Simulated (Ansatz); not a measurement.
## What uniaxial strain ε_yy = −2.09 % does to AlCr2C

Take AlCr$_{2}$C (space group P6_3/mmc, No. 194; a = 2.8119 Å, c = 12.5996 Å; non-magnetic) as the base. Axes: x lies along a and z along c of the hexagonal cell.

Now apply this change: uniaxial strain ε_yy = −2.09 %, all other strain components held at zero; the atoms relax in the strained cell.

All numbers come from PBEsol in Ansatz (plane waves to 420 eV, PAW, no spin-orbit coupling), earlier PAW set. Γ-centred 19×19×4 mesh, Fermi–Dirac width 0.05 eV.

The volume per atom shrinks by 0.225 Å³ to 10.56 Å³ and the space group becomes Cmcm (No. 63) (base: P6_3/mmc (No. 194)). The shortest interatomic distance shrinks by 0.020 Å, from 1.941 Å to 1.921 Å and the energy goes up by 6.1 meV/atom. The band gap is still zero and the largest internal atomic displacement amounts to 0.018 Å. The stress (xx, yy, zz, yz, xz, xy; compression positive) amounts to (2.0, 8.8, 2.6, 0.0, 0.0, 0.0) GPa (rough).

Without a gap, meshes like the base's 19×19×4 leave anisotropic stresses uncertain by several tenths of a GPa, and small strain energies with them. Stability against distortions was not tested. Starting moments died away, wholly or in part, for the base; another magnetic solution may exist. The final runs are not spin-polarised.

Ansatz is a program for electronic structure.
